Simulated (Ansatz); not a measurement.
# H-capped Ge nanowire along [111], 26 atoms a period besides the caps

Levels: PBE (plane waves to 420 eV, PAW; Ansatz, a quantum-chemistry and plane-wave program); PBE with spin-orbit coupling in Ansatz; r2SCAN (plane waves to 500 eV, PAW; Ansatz). Unmarked values and the geometry are of the first. Mesh 1×1×4. No spin polarisation. It repeats along c; a and b span vacuum. An idealised model, cut from the bulk lattice. Only distortions within the start's symmetry and period were free. Values not marked SOC lack spin–orbit coupling. Buckling under compression is shut out by symmetry and the short period.

| Property | Value |
|---|---|
| period along the axis (56 atoms) | 9.875 Å |
| largest distance between nuclei across the axis | 10.79 Å |
| energy over the bulk Ge and H2 molecule | +244 meV per atom other than the caps |
| PBE gap | 2.43 eV, direct at Γ |
| electron mass along the axis (PBE) | 0.58 mₑ |
| hole mass along the axis (PBE) | 0.27 mₑ |
| valence and conduction edges under the vacuum level (PBE) | 5.26 and 2.83 eV |
| PBE+SOC gap at this geometry | 2.42 eV |
| r2SCAN gap at this geometry | 2.77 eV |
| axial stiffness dF/dε | 46 nN |

```xyz
56
Lattice="21.0000 0.0000 0.0000 0.0000 22.0000 0.0000 0.0000 0.0000 9.8745" Properties=species:S:1:pos:R:3 pbc="T T T"
Ge     7.0117     8.8012     0.0198
Ge     6.8517     9.0784     2.4488
Ge     7.0117    13.1988     0.0198
Ge     6.8517    12.9216     2.4488
Ge     8.1489    11.0000     3.2751
Ge     8.1913    11.0000     5.7466
Ge     9.3456     9.0006     6.5966
Ge     9.3244     8.9639     9.0680
Ge     9.3456    12.9994     6.5966
Ge     9.3244    13.0361     9.0680
Ge    10.3400     6.8797     0.0198
Ge    10.6600     6.8797     2.4488
Ge    10.5000    11.0000    -0.0005
Ge    10.5000    11.0000     2.4691
Ge    10.3400    15.1203     9.8944
Ge    10.6600    15.1203     2.4488
Ge    11.6756     8.9639     3.2751
Ge    11.6544     9.0006     5.7466
Ge    11.6756    13.0361     3.2751
Ge    11.6544    12.9994     5.7466
Ge    12.8087    11.0000     6.5966
Ge    12.8511    11.0000     9.0681
Ge    14.1483     9.0784     9.8944
Ge    13.9883     8.8012     2.4488
Ge    14.1483    12.9216     9.8944
Ge    13.9883    13.1988     2.4488
H      6.4812     7.3988     9.5027
H      6.1012     9.8415     9.2061
H      7.2974     7.7698     3.1371
H      5.3718     9.3202     2.8404
H      6.4812    14.6012     9.5027
H      6.1012    12.1585     9.2061
H      5.3718    12.6798     2.8404
H      7.2974    14.2302     3.1371
H      6.7299    11.0000     6.2777
H      8.6150     7.7350     6.0655
H      8.6150    14.2650     6.0655
H      9.3907     5.7190     9.5027
H     11.6962     6.6114     9.2061
H     11.6093     5.7190     2.8404
H      9.3038     6.6114     3.1370
H      9.3907    16.2810     9.5027
H     11.6962    15.3886     9.2061
H      9.3038    15.3886     3.1370
H     11.6093    16.2810     2.8404
H     12.3850     7.7350     6.2777
H     12.3850    14.2650     6.2777
H     14.2701    11.0000     6.0655
H     15.6282     9.3202     9.5028
H     13.7026     7.7698     9.2061
H     14.8988     9.8415     3.1371
H     14.5188     7.3988     2.8404
H     15.6282    12.6798     9.5028
H     13.7026    14.2302     9.2061
H     14.8988    12.1585     3.1371
H     14.5188    14.6012     2.8404
```
